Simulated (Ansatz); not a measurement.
# Hypothetical diamond Fe: pressure series

The reference is Fe in the diamond structure (space group Fd-3m, No. 227; a = 4.8735 Å; non-magnetic; a hypothetical phase, not in the database extracts checked).

Cell and atoms are relaxed at each pressure.

Levels (all Ansatz, a first-principles code, PAW): PBE (420 eV, scalar-relativistic without spin-orbit coupling); PBEsol (420 eV, no SOC).

The base cell above is that of PBE; each level relaxes its own structures.

```csv
case,"volume per atom, PBE","volume per atom, PBEsol"
pressure −2 GPa,14.66 Å³,14.03 Å³
pressure −1 GPa,14.56 Å³,[?]
pressure 0.3 GPa,14.44 Å³,13.84 Å³
pressure 0.7 GPa,14.40 Å³,[?]
pressure 1.5 GPa,14.33 Å³,13.75 Å³
pressure 3 GPa,14.20 Å³,[?]
pressure 5 GPa,14.04 Å³,13.50 Å³
pressure 7.5 GPa,13.85 Å³,13.33 Å³
pressure 10 GPa,13.67 Å³,[?]
```

Q: Complete the table.

A: 
- pressure −1 GPa, volume per atom, PBEsol: 13.94 Å³
- pressure 0.7 GPa, volume per atom, PBEsol: 13.81 Å³
- pressure 3 GPa, volume per atom, PBEsol: 13.64 Å³
- pressure 10 GPa, volume per atom, PBEsol: 13.17 Å³

PBE lies above PBEsol in every row, by 0.50 Å³ to 0.63 Å³. They put the cases in the same order.

Load acts through the strain it causes; cell and atoms are relaxed under it. Whether these cells are dynamically stable was not tested. Competing high-pressure phases were not computed. Seeded moments were not kept for the base. All final runs are without spin polarisation.
